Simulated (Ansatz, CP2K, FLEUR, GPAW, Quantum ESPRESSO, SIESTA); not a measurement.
# One structure in several programs: Mg6SnSb (Amm2, 8 atoms in the cell)

Self-consistent single point.

```
CELL_PARAMETERS angstrom
      5.26180     0.00000     0.00000
      0.00000     3.26125     5.50007
      0.00000    -3.26125     5.50007
ATOMIC_POSITIONS crystal
  Mg 0.00000 0.83342 0.33402
  Mg 0.00000 0.33402 0.83342
  Mg 0.50000 0.66685 0.16769
  Mg 0.50000 0.16769 0.66685
  Mg 0.50000 0.66610 0.66610
  Mg 0.50000 0.16636 0.16636
  Sn 0.00000 0.83277 0.83277
  Sb 0.00000 0.33279 0.33279
```

Shared settings, as Ansatz (a quantum-chemistry and plane-wave program) writes them: kpoints.mp_grid.grid = 3 3 3; scf.occupations.method = fermi_dirac; scf.occupations.width = 0.1 eV. Potentials and cutoffs stand in the table.

```csv
code,model,pressure (GPa),largest force (eV/Å),cutoff
SIESTA,"LDA PW92, numerical atomic orbitals DZP, PseudoDojo LDA standard norm-conserving potentials (rewritten from UPF to PSML)",-0.54,0.141,grid 350 Ry
GPAW,"LDA (Perdew-Wang 92), GPAW PAW datasets LDA (gpaw-data 1.0.1)",-3.02,0.149,850 eV
Ansatz,"LDA (PW92), PAW files made with PBE",-3.01,0.150,420 eV
CP2K,"LDA (Pade form), GPW, DZVP-MOLOPT-SR-GTH basis, GTH-PADE potentials (GTH_POTENTIALS)",-1.75,–,grid 1000 Ry
FLEUR,"LDA (Perdew-Zunger), all-electron FLAPW (FLEUR), scalar-relativistic valence",–,0.151,Kmax 3.8 1/bohr
Quantum ESPRESSO,"LDA (PZ), GBRV 1.5 ultrasoft (LDA) pseudopotentials",-3.03,0.151,40 Ry
```

Size of the force on each atom (eV/Å): Sizes of forces hide their directions.

```
code                Mg1    Mg2    Mg3    Mg4    Mg5    Mg6    Sn7    Sb8
----------------  -----  -----  -----  -----  -----  -----  -----  -----
SIESTA            0.027  0.027  0.141  0.141  0.001  0.130  0.024  0.035
GPAW              0.025  0.025  0.149  0.149  0.001  0.130  0.056  0.046
Ansatz            0.027  0.027  0.150  0.150  0.000  0.131  0.060  0.046
FLEUR             0.027  0.027  0.151  0.151  0.001  0.132  0.059  0.046
Quantum ESPRESSO  0.027  0.027  0.151  0.151  0.000  0.132  0.061  0.046
```

A dash marks a value that a program does not give, or that is left out as unsure.

On Ansatz's run: spin-orbit coupling is off.

The spread over the programs that give each value: pressure within 2.49 GPa; largest force within 0.010 eV/Å.

SIESTA and CP2K use small atom-centred bases, whose incompleteness enters pressures, forces and empty levels differently from a plane-wave cutoff. FLEUR treats all electrons, but the usual bases taken here (sphere radii, linearisation, local orbitals, empty states) were not tested for convergence, so the values are no reference for the others. Ansatz's pressure is given at a fixed set of plane waves, as the other plane-wave codes print theirs. The same LDA comes in different parametrisations, which differ slightly. In the pressure, SIESTA (by 2.49) and CP2K (by 1.27) lie more than 1 GPa from the median of the plane-wave programs.

The shared mesh is coarse (it stands for a supercell whose shortest vector is 16 Å), so the values are not converged in it.

The starting cell comes from a database of computed structures (which also holds hypothetical and non-ambient phases and stackings), without a prior relaxation at this level.

Left out of this page: Elk (not drawn, or without a comparable value).

Keys are those of Ansatz 0.2.
